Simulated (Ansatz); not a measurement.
# SnTe (model structure, started from the WC type, P-6m2, No. 187, 2 atoms in the cell)

These are r²SCAN (Ansatz, a program for electronic structure, PAW) values and carry that method's errors.

Settings: plane-wave cutoff 500 eV, 12×12×10 k mesh (along the axes of the cell as run), Fermi–Dirac smearing 0.05 eV, scalar-relativistic PAW data made under PBE.

Cell (relaxed at this level):

Space group P-6m2 (No. 187); a = 4.2371 Å, b = 4.2371 Å, c = 4.1596 Å, α = 90.00°, β = 90.00°, γ = 120.00°

| atom | site | symmetry | x | y | z |
|---|---|---|---|---|---|
| Sn | 1a | -6m2 | 0.0000 | 0.0000 | 0.0000 |
| Te | 1f | -6m2 | 0.6667 | 0.3333 | 0.5000 |

| Item | Result |
|---|---|
| band gap | none |

Note: the relaxation could raise the start's symmetry but not lower it, so the cell can be a saddle point.

Spin–orbit coupling is not included.

Computed values are for the static lattice.

A model structure was made by putting elements into a prototype or built by hand; it is no filed structure, need not be a known phase, and can be a saddle point held by its symmetry.
